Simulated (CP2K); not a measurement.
Band structure of In2AgTe3Br (P4/mmm, 7 atoms in the cell).

```xyz
7
Lattice="4.3007 0.0000 0.0000 0.0000 4.3007 0.0000 0.0000 0.0000 11.7055" Properties=species:S:1:pos:R:3 pbc="T T T"
In     2.1504     2.1504     8.6130
In     2.1504     2.1504     3.0925
Ag     0.0000     0.0000     0.0000
Te     0.0000     0.0000     8.9010
Te     0.0000     0.0000     2.8045
Te     2.1504     2.1504     0.0000
Br     2.1504     2.1504     5.8527
```

Level of theory: LDA (Pade form), GPW, DZVP-MOLOPT-SR-GTH basis, GTH-PADE potentials (GTH_POTENTIALS) run with CP2K.

Settings: CUTOFF = 500 Ry; REL_CUTOFF = 60 Ry; SMEAR/METHOD = MARZARI_VANDERBILT; SIGMA = 0.1 eV; KPOINTS/SCHEME = MONKHORST-PACK 5 5 2; GAMMA_CENTERED = T; XC_FUNCTIONAL = PADE; In/BASIS_SET = DZVP-MOLOPT-SR-GTH-q13; In/POTENTIAL = GTH-PADE-q13; Ag/BASIS_SET = DZVP-MOLOPT-SR-GTH-q11; Ag/POTENTIAL = GTH-PADE-q11; Te/BASIS_SET = DZVP-MOLOPT-SR-GTH-q6; Te/POTENTIAL = GTH-PADE-q6; Br/BASIS_SET = DZVP-MOLOPT-SR-GTH-q7.

The starting cell comes from a database of computed structures (which also holds hypothetical and non-ambient phases and stackings), without a prior relaxation at this level. Spin-orbit coupling is off. Values carry the incompleteness of an atom-centred basis. The run gives no clean gap (levels at the Fermi energy touch, overlap or are partly filled at this smearing), which alone does not show that the compound is a metal.

Levels in eV from the Fermi level, bands 29 to 34:
```
point     29     30     31     32     33    34
-----  -----  -----  -----  -----  -----  ----
Γ      -1.67  -1.51  -0.81  -0.81   0.83  1.51
X      -0.76   0.26   0.35   1.20   1.89  2.40
M      -2.24  -2.05  -2.05  -1.71   0.49  2.75
Z      -1.39  -1.39  -0.90  -0.90   0.29  2.56
R      -0.77   0.07   0.25   1.54   1.81  2.15
A      -2.23  -2.22  -1.83  -1.77  -1.03  2.91
```

Bands cross the Fermi level along this path, so the cell is metallic at this level.

Higher empty bands are left out: an atom-centred basis made for the valence describes them poorly.
